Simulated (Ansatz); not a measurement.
Worked example: relaxation of the atoms of CaSiAu (P3m1, 3 atoms in the cell) in Ansatz (a program for electronic structure).

Method of the run: LDA (PW92), default PAW files made with PBE (plane waves; Ansatz).

The change in words: one atom moved by 0.15 angstrom; relax: default → atoms; relax.f_tol: default → 0.2 eV/Å. Reference geometry:
```
CaSiAu
1.0
    4.30595     0.00000     0.00000
   -2.15298     3.72906     0.00000
    0.00000     0.00000     3.92279
Ca Si Au
1 1 1
Direct
  0.00000   0.00000   0.00000
  0.66667   0.33333   0.50000
  0.33333   0.66667   0.50000
```

Reference input (self-consistent single point, DFT, LDA (PW92), plane waves, default PAW files made with PBE): basis.ecutwfc = 420 eV; kpoints.mp_grid.grid = 9 9 9; hamiltonian.xc = lda; hamiltonian.pseudopotentials = {kind: paw} (the program's default PAW files); scf.occupations.method = fermi_dirac; scf.occupations.width = 0.1 eV. This run's input differs from it in these lines:

```diff
@@ -6,3 +6,3 @@
   atoms:
-    - { symbol: Ca, position: [0.000000, 0.000000, 0.000000] }
+    - { symbol: Ca, position: [0.000000, 0.000000, 0.038238] }
     - { symbol: Si, position: [0.666667, 0.333333, 0.500000] }
@@ -22,2 +22,4 @@
     width: 0.1
+relax:
+  f_tol: 0.2
 output:
```

Output (repeated stretches shortened):

```
   [... SCF lines of the steps left out ...]
relax step   1: F+E_penalty+E_count = -15248.35179980 eV  Δ(F+E_penalty+E_count) = +0.000e0 eV  max|allowed force component| = 5.260e-1 eV/Å  Δτ_max = 0.0000 Å  (6 SCF iters, dr2 threshold 1.00e-4 eV, accepted)
relax step   2: F+E_penalty+E_count = -15248.39088157 eV  Δ(F+E_penalty+E_count) = -3.908e-2 eV  max|allowed force component| = 3.626e-2 eV/Å  Δτ_max = 0.1070 Å  (7 SCF iters, accepted)
the relaxation is at rest under the 6 symmetry operations that the run kept from its start: a minimum is not shown …
Free energy (F): -15248.390882 eV
Internal energy: -15248.341585 eV  (E = F + TS)
E sigma→0 (E₀):  -15248.366233 eV
Entropy (-TS):   -0.049296 eV (-16.432 meV/atom)
Fermi energy:    10.966474 eV
--- Forces (eV/Å), atoms counted from 1 ---
  atom   1  Ca    -0.00000000     0.00000000     0.03623857
  atom   2  Si    -0.00000000     0.00000000    -0.02113438
  atom   3  Au     0.00000000    -0.00000000    -0.01517390
--- Stress (GPa, compression-positive) ---
       -3.886895      -0.000000      -0.000000
        0.000000      -3.886895      -0.000000
   [... lines left out ...]
  F+E_penalty+E_count = -15248.39088157 eV   max|allowed force component| = 3.626e-2 eV/Å
  atoms:
    - { symbol: Ca, position: [-3.71507271345542e-18, -1.061449346701549e-18, 0.010972385668852043] }
    - { symbol: Si, position: [0.6666666666666666, 0.3333333333333333, 0.5137770687654691] }
    - { symbol: Au, position: [0.3333333333333333, 0.6666666666666666, 0.5134885455656789] }
```

The run converged.  The full log also holds: “iter 5 did not close the SCF: its close was put off for the readings that it lacked (scf_convergence_deferred on its scf_iter line)”.

Summary of the result:
```
Quantity                                                 Result
-----------------------------------------------  --------------
Free energy E − TS (on the zero of these files)  -15248.3909 eV
Fermi level (on the code's own zero)                   10.97 eV
Pressure                                              -3.46 GPa
Largest force (vector length)                        0.036 eV/Å
Relaxation steps                                              2
```

The starting cell comes from a database of computed structures (which also holds hypothetical and non-ambient phases and stackings), without a prior relaxation at this level. Its lattice was rescaled by up to half a per cent. For this run, on top of that: one atom moved by 0.15 angstrom. The relaxation keeps the symmetry of its start, so its end need not be a minimum. Ansatz's pressure includes its estimate of the finite-basis (Pulay) stress.

Keys are those of Ansatz 0.2.
